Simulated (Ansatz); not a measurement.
# SnO2: biaxial strain −1.80 %, plane normal [001], relaxed out of plane

Consider SnO₂ in the rutile structure (space group P4_2/mnm, No. 136; a = 4.8276 Å, c = 3.2381 Å). Axes: x, y, z lie along a, b, c of the conventional cell.

Modification: biaxial strain −1.80 %, plane normal [001], relaxed out of plane (Cartesian); in-plane vectors clamped, the third vector and the atoms free.

Computed with Ansatz (a program for electronic structure) PBE, spin-orbit coupling left out. k-mesh 7×7×10 (Γ-centred); smearing 0.05 eV (Fermi–Dirac).

```json
[
 {"quantity": "volume per atom", "base": "12.58 Å³", "changed": "12.29 Å³", "shift": "-0.29 Å³"},
 {"quantity": "shortest interatomic distance", "base": "2.089 Å", "changed": "2.056 Å", "shift": "-0.033 Å"},
 {"quantity": "pressure (mean of the normal stresses, compression positive)", "base": "0.00 GPa", "changed": "3.37 GPa", "shift": "+3.37 GPa"},
 {"quantity": "band gap", "base": "0.68 eV", "changed": "0.83 eV", "shift": "+0.15 eV"},
 {"quantity": "gap character", "base": "direct at Γ", "changed": "direct at Γ", "shift": "–"},
 {"quantity": "electron mass", "base": "0.16 mₑ along c, 0.17 mₑ across (at Γ)", "changed": "0.16 mₑ out of plane, 0.17 mₑ in plane (at Γ)", "shift": "–"},
 {"quantity": "hole mass", "base": "–", "changed": "1.7 mₑ out of plane, 1.3 mₑ in plane (at Γ)", "shift": "–"},
 {"quantity": "valence-band top at Γ (three highest levels, from the VBM)", "base": "0.00, -0.74, -0.74 eV", "changed": "0.00, -0.71, -0.71 eV", "shift": "–"},
 {"quantity": "out-of-plane strain", "base": "–", "changed": "+1.32 %", "shift": "–"},
 {"quantity": "ratio −ε⊥/ε∥", "base": "–", "changed": "0.73", "shift": "–"},
 {"quantity": "mean in-plane stress (compression positive)", "base": "–", "changed": "+5.1 GPa", "shift": "–"}
]
```

Final structure (turned so that z lies along the plane normal):

```
CELL_PARAMETERS angstrom
      4.74067     0.00000     0.00000
      0.00000     4.74067     0.00000
      0.00000     0.00000     3.28084
ATOMIC_POSITIONS crystal
  Sn 0.00000 0.00000 0.00000
  Sn 0.50000 0.50000 0.50000
  O  0.30665 0.30665 0.00000
  O  0.80665 0.19335 0.50000
  O  0.19335 0.80665 0.50000
  O  0.69335 0.69335 0.00000
```

Cost of the whole job for the changed cell (relaxation, final SCF and bands): about 70 core-seconds (a rough figure).

Masses are band curvatures over ±0.01 Å⁻¹ around the edge. Stability against distortions was not tested.
